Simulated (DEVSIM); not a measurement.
Structure: abrupt Si p-n junction, at 300 K.

Layer 1 from the left is Si, thickness (μm) 0.300, Na (cm⁻³) 1.3e17, τn (s) 1.2e-6, τp (s) 1.2e-6. Layer 2 from the left is Si, thickness (μm) 0.630, Nd (cm⁻³) 2.4e17, τn (s) 1.2e-6, τp (s) 1.2e-6.

Left contact: ohmic. Right contact: ohmic. Voltage is applied to the left contact. Recombination: SRH at mid-gap, radiative. Mobility is μmin + (μ − μmin)/(1 + (N/Nref)^α).

The device is made up for the run: typed textbook-type constants, with dimensions and the other settings drawn at random. Values at 300 K.

Si: gap (eV) 1.124, affinity (eV) 4.05, permittivity 11.7, Nc (cm⁻³) 2.86e19, Nv (cm⁻³) 3.1e19, μn (cm²/Vs) 1417, μp (cm²/Vs) 470, μn,min 52, μp,min 45, Nref,n 9.7e16, Nref,p 2.2e17, αn 0.68, αp 0.72, B (cm³/s) 4.7e-15.

**Question.** Estimate by hand the built-in potential, the peak field at zero bias, and compare with a numerical solution.

**Answer.** 
- Built-in potential: ni = √(Nc Nv) exp(−Eg/2kT) = 1.08e10 cm⁻³ with Eg = 1.124 eV; Vbi = kT/q ln(Na Nd/ni²) = 0.859 V; numerical 0.859 V.
- Peak field at zero bias: depletion approximation: W = √(2εVbi/(qN)) = 0.115 μm with N = 8.43e16 cm⁻³; field = 2Vbi/W = 150000 V/cm; numerical 145000 V/cm (estimate above by 3.1 %).

Simulated with DEVSIM: 1D drift-diffusion, Boltzmann statistics, complete ionisation; no tunnelling, impact ionisation, image-force lowering or self-heating.
